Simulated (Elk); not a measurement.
**A self-consistent single point of Co₃Os (I4/mmm, 4 atoms in the cell) with Elk**

Method: PBEsol, all-electron FP-LAPW, Elk's shipped species files, APW+lo basis with extra local orbitals in Elk.

The input file:

```
tasks
  0

xctype
  22

spinpol
  .true.

reducebf
  0.5

tforce
  .true.

rgkmax
  7.5

gmaxvr
  18.0

lmaxapw
  10

lmaxo
  8

nxlo
  2

lorbcnd
  .true.

lradstp
  2

nrmtscf
  2.0

rmtscf
  0.88

lmaxi
  4

nempty
  8

stype
  0

swidth
  0.00999582

maxscl
  100

avec
   -3.4568041902    3.4568041902    6.8922431368
    3.4568041902   -3.4568041902    6.8922431368
    3.4568041902    3.4568041902   -6.8922431368

sppath
  'species/'

atoms
  2
  'Co.in'
  3
  0.7500000000  0.2500000000  0.5000000000    0.0 0.0 -0.75
  0.2500000000  0.7500000000  0.5000000000    0.0 0.0 -0.75
  0.5000000000  0.5000000000  0.0000000000    0.0 0.0 -0.75
  'Os.in'
  1
  0.0000000000  0.0000000000  0.0000000000    0.0 0.0 0.0

ngridk
  7 7 7
```

The program printed (abridged):

```
│ Elk code version 10.2.4 │

All units are atomic (Hartree, Bohr, etc.)

│ Ground-state run starting from atomic densities │

Lattice vectors :
  -3.456804190       3.456804190       6.892243137
   3.456804190      -3.456804190       6.892243137
   3.456804190       3.456804190      -6.892243137

Unit cell volume      :    329.4353054
Brillouin zone volume :   0.7529557682

Muffin-tin inner radius fraction :   0.1000000000E-01

Nuclei treated as point charges

Species :    1 (Co)
 parameters loaded from : Co.in
 name : cobalt
 nuclear charge    :   -27.00000000
 electronic charge :    27.00000000
 atomic mass :    107428.6517
 muffin-tin radius :    2.112000000
 number of radial points in muffin-tin :    999
 atomic positions (lattice), magnetic fields (Cartesian) :
   1 :  -0.25000000  0.25000000  0.50000000    0.00000000  0.00000000 -0.75000000
   2 :   0.25000000 -0.25000000  0.50000000    0.00000000  0.00000000 -0.75000000
   3 :   0.50000000  0.50000000  0.00000000    0.00000000  0.00000000 -0.75000000

Species :    2 (Os)
 parameters loaded from : Os.in
 name : osmium
 nuclear charge    :   -76.00000000
 electronic charge :    76.00000000
 atomic mass :    346768.0765
 muffin-tin radius :    2.464000000
 number of radial points in muffin-tin :   1399
 atomic positions (lattice), magnetic fields (Cartesian) :
   1 :   0.00000000  0.00000000  0.00000000    0.00000000  0.00000000  0.00000000

Total number of atoms per unit cell :    4

Spin treatment :
 spin-polarised
 global magnetic field (Cartesian) :    0.000000000       0.000000000       0.000000000
 collinear magnetisation in z-direction

Number of Bravais lattice symmetries :   16
Number of crystal symmetries         :   16
Crystal has inversion symmetry
Real symmetric eigensolver will be used

k-point grid :      7     7     7
k-point offset :    0.000000000       0.000000000       0.000000000
k-point set is reduced with full crystal symmetry group
   [... lines left out ...]
Maximum |G| for potential and density :    18.00000000
 potential will be trimmed for |G| > 2 gkmax
Constant for pseudocharge density :   11
Radial integration step length :    2

G-vector grid sizes :     49    49    49
Number of G-vectors :    32403

Maximum angular momentum used for
 APW functions                      :   10
 outer part of muffin-tin           :    8
 inner part of muffin-tin           :    4

Total nuclear charge    :   -157.0000000
Total core charge       :    82.00000000
Total valence charge    :    75.00000000
Total excess charge     :    0.000000000
Total electronic charge :    157.0000000

Effective Wigner radius, rₛ :   0.7941952640

Number of empty states         :   32
Total number of valence states :  140
Total number of core states    :   82

Conduction state local-orbitals added automatically
Total number of local-orbitals :  475

Exchange-correlation functional :     22     0     0
 PBEsol, Phys. Rev. Lett. 100, 136406 (2008)
 gradient requirement :    1
 generalised gradient approximation (GGA)

Smearing type :    0
 Gaussian
Smearing width :   0.9995820000E-02
Effective electronic temperature (K) :    3156.430308

Mixing type :    3
 Broyden mixing, J. Phys. A: Math. Gen. 17, L317 (1984)

Kohn-Sham potential initialised from atomic data
│ Self-consistent loop started │
│ Loop number : 1 │
 total energy                :     -21441.7383780
 total moment                :    5.115060927
│ Loop number : 2 │
 total energy                :     -21443.0948638
 total moment                :    5.188074602
RMS change in Kohn-Sham potential (target) :    3.944196268     (  0.1000000000E-05)
Absolute change in total energy (target)   :    1.356485802     (  0.1000000000E-03)
│ Loop number : 3 │
 total energy                :     -21425.3424536
 total moment                :   0.8402301083
RMS change in Kohn-Sham potential (target) :    3.383907789     (  0.1000000000E-05)
Absolute change in total energy (target)   :    17.41328878     (  0.1000000000E-03)
│ Loop number : 4 │
 total energy                :     -21414.6242797
 total moment                :    1.946770457
RMS change in Kohn-Sham potential (target) :    1.825216809     (  0.1000000000E-05)
Absolute change in total energy (target)   :    15.07149609     (  0.1000000000E-03)
│ Loop number : 5 │
 total energy                :     -21470.7157147
   [... lines left out ...]
 total moment                :   -2.242251104
RMS change in Kohn-Sham potential (target) :   0.2423982490E-05 (  0.1000000000E-05)
Absolute change in total energy (target)   :   0.8130105198E-04 (  0.1000000000E-03)
│ Loop number : 32 │
 total energy                :     -21453.8199419
 total moment                :   -2.243212268
RMS change in Kohn-Sham potential (target) :   0.1909277440E-05 (  0.1000000000E-05)
Absolute change in total energy (target)   :   0.9727066936E-04 (  0.1000000000E-03)
│ Loop number : 33 │
 total energy                :     -21453.8199741
 total moment                :   -2.244798987
RMS change in Kohn-Sham potential (target) :   0.1040304217E-05 (  0.1000000000E-05)
Absolute change in total energy (target)   :   0.7844744687E-05 (  0.1000000000E-03)
│ Loop number : 34 │
 total energy                :     -21453.8199257
 total moment                :   -2.245358264
RMS change in Kohn-Sham potential (target) :   0.5856544999E-06 (  0.1000000000E-05)
Absolute change in total energy (target)   :   0.4637713573E-04 (  0.1000000000E-03)
Convergence targets achieved

│ Loop number : 35 │

Energies :
 Fermi                       :     0.401081374678
 sum of eigenvalues          :     -12995.9641926
 electron kinetic            :      23848.5542025
 core electron kinetic       :      22693.9946871
 Coulomb                     :     -44790.9519155
 Coulomb potential           :     -36172.1743625
 nuclear-nuclear             :     -1905.40190484
 electron-nuclear            :     -49598.9256589
 Hartree                     :      6713.37564820
 Madelung                    :     -26704.8647343
 xc potential                :     -672.302532743
 xc effective B-field        :    -0.414994090476E-01
 external B-field            :      0.00000000000
 exchange                    :     -501.866982951
 correlation                 :     -9.55521693060
 total energy                :     -21453.8199129
 (external B-field energy excluded from total)

Density of states at Fermi energy :    161.3944663
 (states/Hartree/unit cell)

Estimated indirect band gap :   0.1967562567E-03
 from k-point     29 to k-point     26
Estimated direct band gap   :   0.1583325032E-02
 at k-point     34

Charges :
 core                        :    82.00000000
 valence                     :    75.00000000
 interstitial                :    6.309496442
 muffin-tins (core leakage)
  species :    1 (Co)
   atom    1                 :    25.52036888     (  0.2057633671E-02)
   atom    2                 :    25.52036888     (  0.2057633671E-02)
   atom    3                 :    25.50935153     (  0.2057607261E-02)
  species :    2 (Os)
   atom    1                 :    74.14041426     (  0.3693468571E-06)
 total in muffin-tins        :    150.6905036
 total calculated charge     :    156.9936065
 total charge                :    157.0000000
 error                       :   0.6393477147E-02

Moments :
 interstitial                :   0.6190247822E-01
 muffin-tins
  species :    1 (Co)
   atom    1                 :  -0.5919040537
   atom    2                 :  -0.5919040537
   atom    3                 :   -1.095118878
  species :    2 (Os)
   atom    1                 :  -0.2846616471E-01
 total in muffin-tins        :   -2.307393150
 total moment                :   -2.245490671

│ Self-consistent loop stopped │

Forces :
 species :    1 (Co)
  atom :    1
   Hellmann-Feynman          :     0.00000000   -0.00000000    0.00000000
   IBS                       :     0.00000000    0.00000000   -0.00000000
   total force               :     0.00000000    0.00000000    0.00000000
   total magnitude           :     0.00000000
  atom :    2
   Hellmann-Feynman          :    -0.00000000   -0.00000000   -0.00000000
   IBS                       :     0.00000000    0.00000000    0.00000000
   total force               :     0.00000000    0.00000000    0.00000000
   total magnitude           :     0.00000000
  atom :    3
   Hellmann-Feynman          :     0.00000000    0.00000000    0.00000000
   IBS                       :     0.00000000    0.00000000   -0.00000000
   total force               :     0.00000000    0.00000000    0.00000000
   total magnitude           :     0.00000000
 species :    2 (Os)
  atom :    1
   Hellmann-Feynman          :     0.00000000    0.00000000    0.00000000
   IBS                       :     0.00000000    0.00000000   -0.00000000
   total force               :     0.00000000    0.00000000   -0.00000000
   total magnitude           :     0.00000000
```

The run converged in 35 iterations. The count includes the last loop, which Elk runs after its targets are met.

The starting cell comes from a database of computed structures (which also holds hypothetical and non-ambient phases and stackings), without a prior relaxation at this level. Its lattice was rescaled by a random factor within 2.5 % of one. Spin-orbit coupling is off. The magnetic order is the one reached from the typed start; others were not searched systematically. Values depend on the basis (sphere radii, cutoffs, local orbitals), which need not be converged. The log's line on a gap gives a spacing of levels on this mesh, which the program prints for metals too.

Cost on one core of a shared machine: roughly 20 min.
